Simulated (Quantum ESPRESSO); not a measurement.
# Effort and miss along a sweep of ecutwfc: EuGa2 (P6/mmm, 3 atoms in the cell)

```yaml
crystal:
  lattice:
    - [4.31589, 0.00000, 0.00000]
    - [-2.15794, 3.73767, 0.00000]
    - [0.00000, 0.00000, 4.48972]
  atoms:
    - { symbol: Ga, position: [0.33333, 0.66667, 0.50000] }
    - { symbol: Ga, position: [0.66667, 0.33333, 0.50000] }
    - { symbol: Eu, position: [0.00000, 0.00000, 0.00000], spin: 7.0 }
```
(The spins are starting values, not results.)

Computed with LDA (PZ), SSSP 1.1.2 efficiency (PBE) pseudopotentials (plane waves; Quantum ESPRESSO).

Base settings: ecutwfc = 70 Ry; ecutrho = 560 Ry; occupations = smearing; smearing = marzari-vanderbilt; degauss = 0.019992 Ry; nspin = 2; input_dft = pz; potentials = {Ga: Ga.pbe-dn-kjpaw_psl.1.0.0.UPF, Eu: Eu.GGA-PBE-paw-v1.0.UPF}; K_POINTS = automatic 6 6 5 0 0 0; conv_thr = 1e-10 Ry.

Misses are taken against the tightest run, 80 Ry (ecutrho: 560 Ry → 640 Ry), which need not be fully converged itself. The energy is the free energy per atom.

The count of work is k-points × plane waves × bands × iterations; it is no time, and leaves out set-up, grids and terms that scale otherwise. Core times come from one kind of shared machine and are given to one figure; runs under 30 s give none.

The starting cell comes from a database of published, mostly measured structures (it also holds non-ambient and calculated ones), without a prior relaxation at this level. Its lattice was rescaled by a random factor within 2.5 % of one. With one magnetic atom in the cell only a parallel order is possible. With U or open f shells several self-consistent states can exist. The f electrons are in the valence without U or exact exchange, which can misplace them near the Fermi level. Spin-orbit terms, which matter for f shells, are left out. In the base run, with a pressure of about -6 GPa the cell is away from its equilibrium volume at this level.

```tsv
ecutwfc	energy less reference (meV/atom)	pressure less reference (GPa)	count of work / reference	core time / reference (rough)
28 Ry (ecutrho: 560 Ry → 224 Ry)	245.36	-1.25	0.19	0.2
35 Ry (ecutrho: 560 Ry → 280 Ry)	136.37	-0.16	0.29	0.3
42 Ry (ecutrho: 560 Ry → 336 Ry)	47.59	-1.55	0.32	0.3
49 Ry (ecutrho: 560 Ry → 392 Ry)	10.94	-0.22	0.81	0.7
56 Ry (ecutrho: 560 Ry → 448 Ry)	8.32	0.02	0.71	0.7
63 Ry (ecutrho: 560 Ry → 504 Ry)	5.27	-0.13	0.71	0.8
70 Ry	1.57	-0.10	1.1	1
80 Ry (ecutrho: 560 Ry → 640 Ry)	0.00	0.00	1.0	1
```

Coarsest setting among those run that, with all tighter ones, holds the energy within 20 meV/atom of the reference: 49 Ry (ecutrho: 560 Ry → 392 Ry), off by 11 meV/atom; its saving against the reference is no more than about a factor of 2 in the count of work.

Coarsest setting among those run that, with all tighter ones, holds the energy within 10 meV/atom of the reference: 56 Ry (ecutrho: 560 Ry → 448 Ry), off by 8.3 meV/atom; its saving against the reference is no more than about a factor of 2 in the count of work.

Smallest miss in the energy for at most 0.5 times the reference's count of work: 42 Ry (ecutrho: 560 Ry → 336 Ry), with a miss of 48 meV/atom at a count of 0.32.

The step from 35 Ry (ecutrho: 560 Ry → 280 Ry) to 70 Ry: it takes the miss in the energy from 140 to 1.6 meV/atom, for 3.8 times the count of work and roughly 4 times the time.
